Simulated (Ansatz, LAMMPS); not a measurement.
Si well of 20 atomic layers along [001] in random Si0.7Ge0.3, interfaces sharp. Cell 16.67 × 16.67 × 60.47 Å, Si647Ge145, 792 atoms. Prepared with Tersoff's 1989 multicomponent potential (SiCGe.tersoff) in LAMMPS: minimisation. 

Basis: localised support functions (accuracy medium) on a full density matrix. k-points: zone centre alone; occupations: Fermi-Dirac, 0.010 eV; spin polarisation not allowed. No spin-orbit coupling.

Problem. What gap and bonding does PBE, support functions at accuracy medium on the grid of 370 eV run with Ansatz (a quantum-chemistry and plane-wave program) give?

Solution. 
- Kohn-Sham gap of the cell on its k-mesh = 0.36 eV
- weight of the highest filled level on the well = 0.34
- weight of the lowest empty level on the well = 0.97
- coordination (neighbours within 2.861 Å) = 100.0 % 4-fold
- Ge-Ge bonds, mean ± spread = 2.469 ± 0.007 Å
- Ge-Si bonds, mean ± spread = 2.423 ± 0.008 Å
- Si-Si bonds, mean ± spread = 2.383 ± 0.006 Å
- bond angles, mean ± spread = 109.5° ± 1.1°
- pressure = -0.95 GPa
